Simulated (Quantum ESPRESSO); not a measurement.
# Habitual settings against a tight run: CaCd2 (Imma, 6 atoms in the cell)

Self-consistent single point.

```
CaCd2
1.0
   -2.44770     3.75626     4.16177
    2.44770    -3.75626     4.16177
    2.44770     3.75626    -4.16177
Ca Cd
2 4
Direct
  0.79145   0.54145   0.25000
  0.20855   0.45855   0.75000
  0.61667   0.16455   0.45212
  0.38333   0.83545   0.54788
  0.21243   0.16455   0.04788
  0.78757   0.83545   0.95212
```

Method of the run: PBEsol, GBRV 1.5 ultrasoft (PBESOL) pseudopotentials (plane waves; Quantum ESPRESSO).

Base settings: ecutwfc = 40 Ry; ecutrho = 200 Ry; occupations = smearing; smearing = fd; degauss = 0.0073499 Ry; potentials = {Ca: ca_pbesol_v1.uspp.F.UPF, Cd: cd_pbesol_v1.uspp.F.UPF}; K_POINTS = automatic 5 5 5 0 0 0; conv_thr = 1e-10 Ry; mixing_beta = 0.7.

Tight run (finer mesh or higher cutoff; not a proven limit): ecutwfc: 40 Ry → 56 Ry; ecutrho: 200 Ry → 280 Ry; conv_thr: 1e-10 Ry → 7.3e-11 Ry; K_POINTS: automatic 5 5 5 0 0 0 → automatic 7 7 7 0 0 0. It gave Fermi level (on the code's own zero) 9.12 eV; pressure -1.39 GPa; largest force (vector length) 0.012 eV/Å.

Quick runs, as changes from the base:
- A: the base itself
- B: ecutwfc: 40 Ry → 20 Ry; ecutrho: 200 Ry → 100 Ry; pseudopotentials: {Ca: ca_pbesol_v1.uspp.F.UPF, Cd: cd_pbesol_v1.uspp.F.UPF} → {Ca: ca_lda_v1.uspp.F.UPF, Cd: cd_lda_v1.uspp.F.UPF}; K_POINTS: automatic 5 5 5 0 0 0 → automatic 2 2 2 0 0 0 [LDA (PZ)]
- C: ecutwfc: 40 Ry → 28 Ry; ecutrho: 200 Ry → 140 Ry; pseudopotentials: {Ca: ca_pbesol_v1.uspp.F.UPF, Cd: cd_pbesol_v1.uspp.F.UPF} → {Ca: ca_lda_v1.uspp.F.UPF, Cd: cd_lda_v1.uspp.F.UPF}; K_POINTS: automatic 5 5 5 0 0 0 → automatic 4 4 4 0 0 0 [LDA (PZ)]
- D: ecutwfc: 40 Ry → 32 Ry; ecutrho: 200 Ry → 160 Ry; conv_thr: 1e-10 Ry → 7.3e-06 Ry; pseudopotentials: {Ca: ca_pbesol_v1.uspp.F.UPF, Cd: cd_pbesol_v1.uspp.F.UPF} → {Ca: ca_lda_v1.uspp.F.UPF, Cd: cd_lda_v1.uspp.F.UPF}; K_POINTS: automatic 5 5 5 0 0 0 → automatic 2 2 2 0 0 0 [LDA (PZ)]
- E: ecutwfc: 40 Ry → 24 Ry; ecutrho: 200 Ry → 120 Ry; smearing: fd → gauss; degauss: 0.0073499 Ry → 0.0099958 Ry; conv_thr: 1e-10 Ry → 7.3e-06 Ry; K_POINTS: automatic 5 5 5 0 0 0 → automatic 6 6 6 0 0 0
- F: ecutwfc: 40 Ry → 24 Ry; ecutrho: 200 Ry → 120 Ry; degauss: 0.0073499 Ry → 0.0099958 Ry; conv_thr: 1e-10 Ry → 7.3e-06 Ry; K_POINTS: automatic 5 5 5 0 0 0 → automatic 1 1 1 0 0 0

Energies are extrapolated to zero smearing width, which holds to low order in the width alone (under cold and Methfessel-Paxton smearing the free energy itself is taken).

Dashes: energy of B, C, D, another energy zero; time of B, D, F, under 30 s; pressure of D, E, F, not trusted under this conv_thr with d or f elements.

† marks runs with another functional, U, potentials or spin treatment: their distance from the tight run is not a convergence error alone.

The count of work is k-points × plane waves × bands × iterations; it is no time. Core times come from one kind of shared machine and are given to one figure; runs under 30 s give none.

The starting cell comes from a database of computed structures (which also holds hypothetical and non-ambient phases and stackings), without a prior relaxation at this level. Its lattice was rescaled by a random factor within 2.5 % of one.

```
run  energy less tight (meV/atom)  pressure less tight (GPa)  largest miss in a force vector (eV/Å)  count of work / tight  core time / tight (rough)
---  ----------------------------  -------------------------  -------------------------------------  ---------------------  -------------------------
A                            34.8                       0.67                                  0.024                   0.26                        0.2
B†                              –                     -63.89                                  0.446                  0.015                          –
C†                              –                      -1.62                                  0.018                  0.092                       0.10
D†                              –                          –                                  0.486                  0.016                          –
E                           186.6                          –                                  0.009                  0.094                       0.08
F                           984.5                          –                                  0.761                 0.0020                          –
```

Among the runs at the tight run's level, the energy misses run from 34.8 to 984.5 meV/atom.
